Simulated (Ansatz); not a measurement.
Start from GaCuSe$_{2}$ in the chalcopyrite structure (space group I-42d, No. 122).

```
GaCuSe2
1.0
   -2.80414     2.80414     5.54875
    2.80414    -2.80414     5.54875
    2.80414     2.80414    -5.54875
Cu Ga Se
2 2 4
Direct
  0.75000   0.25000   0.50000
  0.00000   0.00000   0.00000
  0.25000   0.75000   0.50000
  0.50000   0.50000   0.00000
  0.12134   0.12500   0.49634
  0.62866   0.62500   0.50366
  0.37500   0.87866   0.00366
  0.87500   0.37134   0.99634
```

Cartesian axes are those of the cell as printed.

Method: Ansatz (a first-principles code) r2SCAN, scalar-relativistic without spin-orbit coupling.

Strains are applied to the cell and any free atomic positions relax; under biaxial strain the out-of-plane vector relaxes too.

One change was made to it. Results:

```json
[
 {"quantity": "band gap", "base": "0.57 eV", "after": "0.51 eV"},
 {"quantity": "pressure (mean of the normal stresses, compression positive)", "base": "0.00 GPa", "after": "0.09 GPa"},
 {"quantity": "energy relative to the base (free energy F)", "base": "0 meV/atom", "after": "+18 meV/atom"}
]
```

Problem. Which of these changes matches the shifts?
(A) uniaxial strain ε_xx = −5.24 %
(B) biaxial strain −0.62 %, plane normal [001], relaxed out of plane
(C) biaxial strain +2.13 %, plane normal [001], relaxed out of plane
(D) tensor shear ε_xy = −3.86 %

Solution. D, tensor shear ε_xy = −3.86 %. For comparison, the pressure in the other runs: biaxial strain +2.13 %, plane normal [001], relaxed out of plane gives -1.14 GPa; biaxial strain −0.62 %, plane normal [001], relaxed out of plane gives 0.36 GPa; uniaxial strain ε_xx = −5.24 % gives 4.20 GPa.

Gaps are read on the SCF mesh and a high-symmetry path. Stability against distortions was not tested. All final runs are without spin polarisation.
